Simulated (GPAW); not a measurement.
# Equation of state of hcp Be (space group 194): energy against volume (GPAW, LDA)

```
CELL_PARAMETERS angstrom
      2.20093     0.00000     0.00000
     -1.10047     1.90606     0.00000
      0.00000     0.00000     3.44076
ATOMIC_POSITIONS crystal
  Be 0.66667 0.33333 0.75000
  Be 0.33333 0.66667 0.25000
```

Method: LDA (Perdew-Wang 92), GPAW PAW datasets LDA (gpaw-data 1.0.1) (plane waves; GPAW). Settings: mode = pw; ecut = 780 eV; xc = LDA; kpts = 30 30 17; mesh shift (steps) = 0 0 0; occupations.name = fermi-dirac; occupations.width = 0.05 eV; nbands = -8; convergence.density = 1e-05 e/electron; convergence.energy = 1e-05 eV/electron; symmetry.symmorphic = false; symmetry.tolerance = 0.0005; maxiter = 120. The cell above is the first row's. The rows scale it uniformly. In all rows fractional positions and the k mesh are held. E is the free energy at the stated smearing, counted from the lowest row.

```
V (Å^3/atom)  E (meV/atom)
------------  ------------
7.2172               10.38
7.3741                3.93
7.5310                0.55
7.6879                0.00
7.8448                2.02
8.0017                6.40
8.1586               12.93
8.3155               21.44
8.4724                   ?
```

### Question
Using the third-order Birch-Murnaghan form, a cubic in V^(-2/3), estimate the missing E at V = 8.4724 from the other rows, showing the fit.

### Answer
With u = V^(-2/3) - 0.255, the rows have u = 0.012765, 0.008953, 0.005274, 0.001721, -0.001713, -0.005035, -0.008251, -0.011364. Least squares gives E = 0.695 - 588.86·u + 107284·u² - 134225·u³. Residuals (row less fit): 0.000, 0.004, -0.004, 0.001, 0.001, 0.003, -0.003, 0.002; standard error 0.004 (degrees of freedom: 4). Its minimum lies at u = 0.002759, so V0 = (0.257759)^(-3/2) = 7.642. There d²E/du² = 212300 and d³E/du³ = -805400, so B0 = (4/9) × 7.642^(-7/3) × 212300 × 0.160218 = 131 GPa (the last factor turns the table's units into GPa), and B0' = 4 + (2/3) × 0.257759 × (-805400)/212300 = 3.3. The program's pressures in the fitted runs (not shown) pass through zero at V = 7.64, 0.02 % from this V0. At the withheld row, u = -0.014381, so E = 0.695 - 588.86 × (-0.014381) + 107284 × (-0.014381)² - 134225 × (-0.014381)³ = 31.750 meV/atom. The calculation gives 31.76 meV/atom, 0.010 meV/atom above the prediction (under 0.05 % of the range of E in the table). The row lies outside the fitted rows, so this is an extrapolation. From the scatter of the fitted rows alone, a prediction at this place has a standard error of 0.009 meV/atom, so the miss is 1.1 times that.

Carrying the step between the two nearest rows on in a straight line would have given 29.95, off by 1.81; series whose last step already gives the withheld value aren't shown. The scan was laid around a cell of about the measured size, scaled by a guess for this functional; axis ratios and inner coordinates come from that cell. The runs keep the symmetry of the cell, so they don't test it for distortions. The shape of the cell and the inner coordinates aren't relaxed, so V0 and B0 belong to this uniform scaling; a relaxed crystal lies no higher in energy and is usually softer. Cutoffs and mesh are single choices, not tested for convergence of this quantity. Series with a scatter that would blur these digits, or in which a gap closes, are not shown. Nor are scans whose minimum lies at an end fitted in this form.
